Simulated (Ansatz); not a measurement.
# Effective masses and thermopower of GaN under load (space group P6_3mc)

Consider the following.

```xyz
4
Lattice="3.1882 0.0000 0.0000 -1.5941 2.7611 0.0000 0.0000 0.0000 5.1404" Properties=species:S:1:pos:R:3 pbc="T T T"
Ga     1.5941     0.9204     2.5614
Ga     0.0000     1.8407     5.1316
N      1.5941     0.9204     4.5066
N      0.0000     1.8407     1.9364
```

The numbers are results of PBEsol, rigid bands (plane waves, PAW, scalar-relativistic; Ansatz, a quantum-chemistry and plane-wave program), not measurements. Condition of this run: uniaxial stress zz = 3 GPa (compression positive) (the target of the relaxation). Cell: cell and atoms relaxed with PBEsol, then loaded as said.

```yaml
band_gap: 1.93 eV
electron conductivity mass (300 K, dilute): 0.188 (x), 0.188 (y), 0.173 (z) mₑ
hole conductivity mass (300 K, dilute): 1.64 (x), 1.64 (y), 1.09 (z) mₑ
effective density of states N_c (300 K): 1.9e18 cm⁻³
effective density of states N_v (300 K): 8.2e19 cm⁻³
density_of_states_mass_electrons: 0.176 mₑ
density_of_states_mass_holes: 2.2 mₑ
Seebeck coefficient, n-type 1e19 cm⁻³, 300 K: -106 μV/K
best n-type power factor at 300 K for τ = 10 fs (best axis; densities from 1e16 to 1e21 cm⁻³ tried, whether or not they can be reached): 1.73 μW/(cm·K²) at 1e19 cm⁻³
Seebeck coefficient, p-type 1e19 cm⁻³, 300 K: 421 μV/K
best p-type power factor at 300 K for τ = 10 fs (best axis; densities from 1e16 to 1e21 cm⁻³ tried, whether or not they can be reached): 13.7 μW/(cm·K²) at 3e20 cm⁻³
```

Rigid bands; masses and Seebeck coefficients take one relaxation time τ for all states and one kind of carrier; polarons and phonon drag are left out. Spin-orbit coupling is left out; where it splits the top of the valence band, N_v and the p-type Seebeck coefficient come out somewhat high without it.
